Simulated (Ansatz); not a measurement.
Base system: SnO$_{2}$ in the rutile structure (space group P4_2/mnm, No. 136; a = 4.7599 Å, c = 3.2008 Å).

Level of theory: r2SCAN, PAW, 500 eV (Ansatz, a program for electronic structure; without spin-orbit coupling).

Base values:

The hole mass is 1.7 mₑ along c, 1.3 mₑ across (at Γ) and the width of the top valence band is 1.26 eV.

The change: a hydrostatic pressure of 60 GPa.

Problem. Estimate the effect on the hole mass and width of the top valence band.

Solution. The hole mass changes from 1.7 mₑ along c, 1.3 mₑ across (at Γ) to 1.3 mₑ along c, 1.2 mₑ across (at Γ); the width of the top valence band grows by 0.25 eV to 1.51 eV.

The levels and masses belong to the bands next to the band gap. Load acts through the strain it causes; cell and atoms are relaxed under it. Masses are band curvatures over ±0.01 Å⁻¹ around the edge. Stability against distortions was not tested. No other phases were tried under pressure.
